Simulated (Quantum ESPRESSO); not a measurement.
**A worked fit of the energy against the cutoff, with one run withheld: Cs (Im-3m, 1 atom in the cell)**

```
Cs
1.0
   -3.03475     3.03475     3.03475
    3.03475    -3.03475     3.03475
    3.03475     3.03475    -3.03475
Cs
1
Direct
  0.00000   0.00000   0.00000
```

Method of the run: PBEsol, PseudoDojo standard norm-conserving (PBESOL) pseudopotentials (plane waves; Quantum ESPRESSO).

Base settings: ecutwfc = 50 Ry; occupations = smearing; smearing = gauss; degauss = 0.0073499 Ry; potentials = {Cs: Cs.upf}; K_POINTS = automatic 5 5 5 0 0 0; conv_thr = 1e-08 Ry; mixing_beta = 0.7.

The last step of the ladder, which sets the zero, is ecutwfc = 120 Ry.

The starting cell has typed, rounded lattice constants, without a prior relaxation at this level. Its lattice was rescaled by up to half a per cent.

An empirical form for the window shown: the miss falls exponentially with the largest wave vector, which goes as √cutoff: ln(ΔF) = a + b·√cutoff.

| ecutwfc | √cutoff (√Ry) | F less the last step's (meV/atom) | ln of it |
|---|---|---|---|
| 20 Ry | 4.472 | 674.25 | 6.514 |
| 22 Ry | 4.690 | ? | ? |
| 25 Ry | 5.000 | 133.82 | 4.896 |
| 28 Ry | 5.292 | 43.39 | 3.770 |
| 30 Ry | 5.477 | 18.61 | 2.924 |

Q: Fit the line to the 4 rows given and predict the withheld one.

A: Means: x̄ = 5.0602, ȳ = 4.5260. Σ(x − x̄)(y − ȳ) = -2.035 and Σ(x − x̄)² = 0.5771, so b = -3.526 and a = ȳ − b·x̄ = 22.368; ΔF halves for each 0.20 in √cutoff. The largest residual of the fitted rows is 0.16. At x = 4.690 the line gives 5.831, that is 341 meV/atom. The run gave 366.12 meV/atom, a miss of 25.12 meV/atom (7 %). The table is a window of a longer ladder. The rows were chosen because the form fits them, the withheld one included, so this shows the method and is no test of the form.

Left out of this page: 10 runs of the series outside the window shown, repeating another row's setting, or not comparable.
